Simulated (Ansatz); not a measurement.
Alloy series in V

Take V in the bcc (W type) structure (space group Im-3m, No. 229; a = 2.997 Å) as the base.

The other end (x = 1) is Ta in the bcc (W type) structure (space group Im-3m, No. 229): 18.29 Å³/atom, gap zero.

Ta replaces a fraction x of V; each row is one arrangement (x, atoms in the cell, starting space group or random), fully relaxed.

Computed with PBE, PAW, 420 eV (Ansatz, a program for electronic structure; no spin-orbit coupling).

Candidates:
(a) x(Ta) = 0.25, 4 atoms, P4/mmm
(b) x(Ta) = 0.75, 4 atoms, P4/mmm
(c) x(Ta) = 0.5, 4 atoms, Cmme

Base values:

The shortest interatomic distance comes out as 2.596 Å.

Order them by shortest interatomic distance, highest first.

(b) x(Ta) = 0.75, 4 atoms, P4/mmm (2.763 Å), (a) x(Ta) = 0.25, 4 atoms, P4/mmm (2.612 Å), (c) x(Ta) = 0.5, 4 atoms, Cmme (2.454 Å)

These are small ordered cells, not random alloys; other orderings at the same x differ. No phonon test of stability was made. Seeded moments were not kept for x(Ta) = 0.25, 4 atoms, P4/mmm, the base, x(Ta) = 0.75, 4 atoms, P4/mmm and x(Ta) = 0.5, 4 atoms, Cmme. All final runs are without spin polarisation.
